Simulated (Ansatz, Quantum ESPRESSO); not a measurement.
An Ansatz (a first-principles code) input for a self-consistent single point of Yb (Fm-3m, 1 atom in the cell) (DFT, LDA (PW92), plane waves, default PAW files made with PBE):

Ansatz 0.2 input:
```yaml
crystal:
  lattice:
    - [0.000000, 2.738248, 2.738248]
    - [2.738248, 0.000000, 2.738248]
    - [2.738248, 2.738248, 0.000000]
  atoms:
    - { symbol: Yb, position_ang: [0.000000, 0.000000, 0.000000] }
kpoints:
  mp_grid: { grid: [8, 8, 8] }
hamiltonian:
  xc: lda
  pseudopotentials: { kind: paw }
scf:
  occupations: { method: fermi_dirac, width: 0.0073 Ry }
output:
  forces: true
  eigenvalues: true
  stress: true
```

Question: Write the same calculation as an input for Quantum ESPRESSO.

Answer: One input that does it (others would too):

```fortran
&CONTROL
  calculation = 'scf',
  prefix = 'run',
  outdir = './tmp',
  pseudo_dir = './',
  tprnfor = .true.,
  tstress = .true.,
/
&SYSTEM
  ibrav = 2,
  celldm(1) = 10.3490775626,
  nat = 1,
  ntyp = 1,
  ecutwfc = 50,
  ecutrho = 400,
  occupations = 'smearing',
  smearing = 'fermi-dirac',
  degauss = 0.0073499,
  input_dft = 'pz',
/
&ELECTRONS
  conv_thr = 1e-10,
  mixing_beta = 0.3,
/
ATOMIC_SPECIES
Yb   173.0540  Yb.GGA-PBE-paw-v1.0.UPF
ATOMIC_POSITIONS {angstrom}
Yb    0.0000000000    0.0000000000    0.0000000000
K_POINTS {automatic}
8 8 8  0 0 0
```

Basis settings and potentials, where a program has them, do not carry over. This input uses DFT, LDA (PZ), plane waves, SSSP 1.1.2 efficiency (PBE) pseudopotentials. LDA parametrisations can differ slightly between programs. The width in Ry is rounded to four decimals. Both were run: pressure -4.40 GPa in Ansatz and -5.29 in Quantum ESPRESSO. Ansatz's pressure is the one without its finite-basis correction.

On Quantum ESPRESSO: the starting cell comes from a database of computed structures (which also holds hypothetical and non-ambient phases and stackings), without a prior relaxation at this level. Its lattice was rescaled by a random factor within 2.5 % of one. Spin polarisation is off. With a pressure of about -5 GPa the cell is away from its equilibrium volume at this level.

On Ansatz: the starting cell comes from a database of computed structures (which also holds hypothetical and non-ambient phases and stackings), without a prior relaxation at this level. Its lattice was rescaled by a random factor within 2.5 % of one. Spin polarisation is off. With a pressure of about -4 GPa the cell is away from its equilibrium volume at this level.
